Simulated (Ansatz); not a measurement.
Pd, pressure series

Start from Pd in the fcc (Cu type) structure (space group Fm-3m, No. 225; a = 3.876 Å).

Cell and atoms are relaxed at each pressure.

All numbers come from PBEsol (Ansatz, an electronic-structure program, PAW, no spin-orbit coupling), earlier PAW set.

Two rows of this table had their results exchanged by mistake.

```csv
pressure,volume per atom (Å³),shortest distance (Å),band gap
pressure −2 GPa,14.70,2.750,zero
pressure −1 GPa,12.41,2.599,zero
pressure 3 GPa,14.35,2.728,zero
pressure 7 GPa,14.10,2.712,zero
pressure 15 GPa,13.68,2.684,zero
pressure 30 GPa,13.05,2.642,zero
pressure 50 GPa,14.63,2.745,zero
pressure 75 GPa,11.80,2.556,zero
pressure 100 GPa,11.32,2.521,zero
```

Q: Which two?

A: The rows for pressure −1 GPa and pressure 50 GPa: the volume has to fall steadily with pressure, so 14.63 Å³ belongs to pressure −1 GPa and 12.41 Å³ to pressure 50 GPa.

Load acts through the strain it causes; cell and atoms are relaxed under it. Stability against distortions was not tested. No other phases were tried under pressure. The final runs are not spin-polarised.
